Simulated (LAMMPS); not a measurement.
LAMMPS 22 Jul 2025, classical MD, AIREBO (CH.airebo): C, 1000 atoms.

- task: MD, nve
- potential: AIREBO, CH.airebo
- copies of the repeat unit: 5×5×5
- shape (slab and sphere leave vacuum in the box): bulk
- neighbor skin: 2 Å
- neigh_modify: every 1 delay 0 check yes
- newton: on (default)
- atom_modify sort (bins of 2 Å where set): 1000 (default)
- comm_style: brick (default)
- box: 17.8 × 17.8 × 17.8 Å
- start: generated diamond lattice, warmed in an untimed run

All runs start from one configuration, warmed at this fixed volume for 300 steps under a thermostat at 900 K. The run at the shortest step has a mean temperature of 893 K and a mean pressure of 4.5 GPa.

Each run covers about 0.40 ps at constant energy (mean temperature 893 K at the shortest step); σ is the standard deviation over the printed steps. Single runs; times are not shown.

Steps tried: 0.5 fs, 1 fs, 2 fs, 2.5 fs, 4 fs, 5 fs, 8 fs, 10 fs, 16 fs, 20 fs, 32 fs.

**Question.** What is the longest step at which the total energy fluctuates by under 1 % of the kinetic energy's fluctuation?

**Answer.** 0.5 fs. The run fails or blows up at 4 fs, 5 fs, 8 fs, 10 fs, 16 fs, 20 fs, 32 fs.

| time step | σ(E total)/σ(E kinetic) | last minus first total energy (meV/atom) | mean temperature (K) |
|---|---|---|---|
| 0.5 fs | 0.0032 | −0.0094 | 893 |
| 1 fs | 0.017 | +0.051 | 889 |
| 2 fs | 0.086 | +0.66 | 874 |
| 2.5 fs | 0.14 | +0.70 | 862 |
| 4 fs | stops: Lost atoms | — | — |
| 5 fs | stops: Lost atoms | — | — |
| 8 fs | stops: Lost atoms | — | — |
| 10 fs | stops: Lost atoms | — | — |
| 16 fs | stops: Lost atoms | — | — |
| 20 fs | stops: Lost atoms | — | — |
| 32 fs | stops: Lost atoms | — | — |

The bar is a choice.
